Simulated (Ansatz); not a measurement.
The parent structure is HfO2 (space group P2_1/c, No. 14).

```
HfO2
1.0
    5.11406     0.00000     0.00000
    0.00000     5.18158     0.00000
   -0.87114     0.00000     5.22313
Hf O
4 8
Cartesian
  1.23119   0.21683   1.08757
  3.44730   2.80762   1.52399
  3.01173   4.96474   4.13556
  0.79561   2.37396   3.69914
  0.05858   1.72948   1.79684
  4.61990   4.32027   0.81473
  4.18433   3.45210   3.42630
 -0.37699   0.86131   4.40840
  1.87404   3.92590   2.49934
  2.80444   1.33511   0.11223
  2.36887   1.25567   2.72379
  1.43847   3.84646   5.11090
```

Cartesian axes are those of the cell as printed.

Level of theory: r2SCAN in Ansatz (plane waves to 500 eV, PAW, spin-orbit coupling left out).

Before the change:

* **Valence-band top at Γ**: 0.00, -0.21, -0.52 eV

Modification: uniaxial stress, 5 GPa tension along z, with the cell and atoms free to relax against it.

### Question
Estimate the effect on the secant Young's modulus along z and valence-band top at Γ.

### Answer
The secant Young's modulus along z comes out as 220 GPa; the valence-band top at Γ (three highest levels, from the VBM) goes from 0.00, -0.21, -0.52 eV to 0.00, -0.13, -0.39 eV.

With Hf present, leaving out spin-orbit coupling can change the band edges. The levels and masses belong to the bands next to the band gap. Load acts through the strain it causes; cell and atoms are relaxed under it. Stability under load was not tested beyond the relaxation.

Ansatz is a quantum-chemistry and plane-wave program.
